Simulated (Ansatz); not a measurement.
Effect of uniaxial stress, 3 GPa tension along x on TiC

The parent structure is TiC in the rock salt structure (space group Fm-3m, No. 225; a = 4.328 Å). Axes: x, y, z lie along the cube axes.

Modification: uniaxial stress, 3 GPa tension along x; all other stress components relax to zero.

All numbers come from r2SCAN/PAW in Ansatz (an electronic-structure program), no spin-orbit coupling. Γ-centred 18×18×18 mesh, Fermi–Dirac width 0.05 eV.

The volume per atom rises by 0.04 Å³ (10.13 Å³ → 10.17 Å³) and the space group goes from Fm-3m (No. 225) to I4/mmm (No. 139). The energy grows by 0.6 meV/atom and the band gap remains zero. The strain response (xx, yy, zz) comes out as (+0.65, −0.12, −0.12) % (rough).

Final structure:

```yaml
crystal:
  lattice:
    - [0.00000, 2.16122, 2.16122]
    - [2.17791, 0.00000, 2.16122]
    - [2.17791, 2.16122, 0.00000]
  atoms:
    - { symbol: C, position: [0.00000, 0.00000, 0.00000] }
    - { symbol: Ti, position: [0.50000, 0.50000, 0.50000] }
```

Without a gap, meshes like the base's 18×18×18 leave anisotropic stresses uncertain by several tenths of a GPa, and small strain energies with them. Beyond what the load breaks, stability against distortions was not tested. The final runs are not spin-polarised.
